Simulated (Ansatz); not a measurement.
Base system: AgRhO$_{2}$ (space group R-3m, No. 166; a = 3.053 Å, c = 18.577 Å (hexagonal axes); a cell from a computed database, its experimental status unchecked).

The values are results of Kohn–Sham DFT with the PBEsol functional, run in Ansatz (a program for electronic structure) with PAW and 420 eV plane waves, no spin-orbit coupling, not measurements.

One change was made to it. Results:

| quantity | base | after |
|---|---|---|
| volume per atom | 12.50 Å³ | 12.43 Å³ |
| c/a ratio | 6.084 | 6.093 |
| band gap | 0.43 eV | 0.43 eV |
| width of the top valence band | 1.07 eV | 1.10 eV |

**Question.** Name the change that was made.
A) pressure −1 GPa
B) pressure 0.9 GPa
C) pressure 4.5 GPa
D) pressure 2.1 GPa

**Answer.** B, pressure 0.9 GPa. For comparison, the volume per atom in the other runs: pressure −1 GPa gives 12.58 Å³; pressure 2.1 GPa gives 12.34 Å³; pressure 4.5 GPa gives 12.18 Å³.

Load acts through the strain it causes; cell and atoms are relaxed under it. Stability against distortions was not tested.
